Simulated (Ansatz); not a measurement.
Reference: Li₃Pt (Fm-3m), PBEsol, DFPT electron-phonon coupling, linearised Boltzmann equation (plane waves, PAW, scalar-relativistic; Ansatz, an electronic-structure program); geometry: relaxed with this functional, without spin-orbit coupling.

```
CELL_PARAMETERS angstrom
      0.00000     3.00188     3.00188
      3.00188     0.00000     3.00188
      3.00188     3.00188     0.00000
ATOMIC_POSITIONS crystal
  Li 0.25000 0.25000 0.25000
  Li 0.75000 0.75000 0.75000
  Li 0.50000 0.50000 0.50000
  Pt 0.00000 0.00000 0.00000
```

- resistivity at 300 K: 13.0 μΩ·cm
- mean free path at 300 K: 10.0 nm
- electron-phonon coupling λ: 0.37
- logarithmic mean phonon energy: 10.2 meV

Task: Replace Pt by Ge on the same sites and relax. What happens?

Result: Li$_{3}$Ge (Fm-3m): volume per atom 13.5 to 14.6 Å³; resistivity at 300 K stays about the same (13.0 μΩ·cm to 13.9 μΩ·cm); mean free path at 300 K falls (10.0 nm to 8.7 nm); electron-phonon coupling λ rises (0.37 to 0.45); logarithmic mean phonon energy rises (10.2 meV to 17.9 meV).

Task: Replace Pt by Cd on the same sites and relax. What happens?

Result: Li3Cd (Fm-3m): volume per atom 13.5 to 17.7 Å³; resistivity at 300 K rises (13.0 μΩ·cm to 16.3 μΩ·cm); mean free path at 300 K falls (10.0 nm to 6.3 nm); electron-phonon coupling λ rises (0.37 to 0.62); logarithmic mean phonon energy stays about the same (10.2 meV to 9.4 meV).

Task: Swap Pt for Sn, keeping the structure type. How do these values move?

Result: Li₃Sn (Fm-3m): volume per atom 13.5 to 17.2 Å³; resistivity at 300 K stays about the same (13.0 μΩ·cm to 13.9 μΩ·cm); mean free path at 300 K stays about the same (10.0 nm to 9.6 nm); electron-phonon coupling λ rises (0.37 to 0.42); logarithmic mean phonon energy rises (10.2 meV to 14.8 meV).

Moves up to 11 % count as about the same. Metals; harmonic phonons alone scatter; means over directions. The mean free path is weighted by the current that each state carries. Halving the electron mesh moves these values by up to 7 %; q meshes are mostly untested. Some of the runs warned that the eigensolver left states short of its tolerance. Spin-orbit coupling is left out.

Computed structure with no diffraction record at hand here (it may be known, metastable or hypothetical): Li3Cd (Fm-3m), Li3Ge (Fm-3m), Li3Pt (Fm-3m), Li3Sn (Fm-3m). The missing spin-orbit coupling matters most for Li3Pt (Fm-3m).
